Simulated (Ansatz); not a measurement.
Spinel GeNi2O4 was calculated with PBEsol-D3(BJ) in Ansatz (plane waves, PAW).

Settings: plane-wave cutoff 520 eV, 12×12×12 k mesh, Fermi–Dirac smearing 0.05 eV, spin-polarised start, scalar-relativistic PAW data made under PBE.

Computed points:

```csv
V (Å³/atom),E − E_lowest (meV/atom),P (GPa)
9.342,11.42,9.68
9.537,2.77,4.63
9.731,0.00,0.01
9.926,2.58,-4.17
10.121,9.96,-7.91
```

**Question.** Estimate the bulk modulus and its pressure derivative from these points.

**Answer.** V0 = 9.732 Å³/atom, B0 = 219 GPa, B′ = 4.0 (fit to the energies at full precision).

Note: the magnetic order was assumed, not searched for or taken from measurement; the relaxation could not lower the start's symmetry, so the cell can be a saddle point above a distorted one.

The computed numbers hold no vibrational or temperature effects.

Ansatz is a first-principles code.
